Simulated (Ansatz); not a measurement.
Reference: Be2Ta (Fd-3m), PBEsol, DFPT electron-phonon coupling, linearised Boltzmann equation (plane waves, PAW, scalar-relativistic; Ansatz, an electronic-structure program); geometry: relaxed with this functional, without spin-orbit coupling.

```cif
data_Be16Ta8
_chemical_formula_sum 'Ta8 Be16'
_space_group_name_H-M_alt 'Fd-3m :1'
_space_group_IT_number 227
_space_group_name_Hall 'F 4d 2 3 -1d'
_cell_length_a 6.47144
_cell_length_b 6.47144
_cell_length_c 6.47144
_cell_angle_alpha 90.000
_cell_angle_beta 90.000
_cell_angle_gamma 90.000
loop_
_atom_site_label
_atom_site_type_symbol
_atom_site_symmetry_multiplicity
_atom_site_Wyckoff_symbol
_atom_site_fract_x
_atom_site_fract_y
_atom_site_fract_z
_atom_site_occupancy
Ta1 Ta 8 a 0.00000 0.00000 0.00000 1
Be1 Be 16 d 0.62500 0.62500 0.62500 1
```
(The calculation used a cell of 6 atoms; values per cell refer to that cell.)

- resistivity at 300 K: 39 μΩ·cm
- mean free path at 300 K: 4.7 nm

Q: Replace Be by Cr on the same sites and relax. What happens?

A: TaCr2 (Fd-3m): volume per atom 11.3 to 13.4 Å³; resistivity at 300 K rises (39 μΩ·cm to 44 μΩ·cm); mean free path at 300 K falls (4.7 nm to 2.9 nm).

Q: Replace Ta by Ag on the same sites and relax. What happens?

A: Be$_{2}$Ag (Fd-3m): volume per atom 11.3 to 10.6 Å³; resistivity at 300 K falls (39 μΩ·cm to 6.1 μΩ·cm); mean free path at 300 K rises (4.7 nm to 26 nm).

Moves up to 11 % count as about the same. Metals; harmonic phonons alone scatter; means over directions. The mean free path is weighted by the current that each state carries. Halving the electron mesh moves these values by up to 7 %; q meshes are mostly untested. Spin-orbit coupling is left out.

Formula and space group known from diffraction (Crystallography Open Database), not checked to be the room-temperature form: Be2Ag (Fd-3m). Computed structure with no diffraction record at hand here (it may be known, metastable or hypothetical): Be2Ta (Fd-3m), TaCr2 (Fd-3m). Treated as nonmagnetic (a ferromagnetic start lost its moment, other orders weren't tried): TaCr2 (Fd-3m). The missing spin-orbit coupling matters most for Be2Ta (Fd-3m), TaCr2 (Fd-3m).
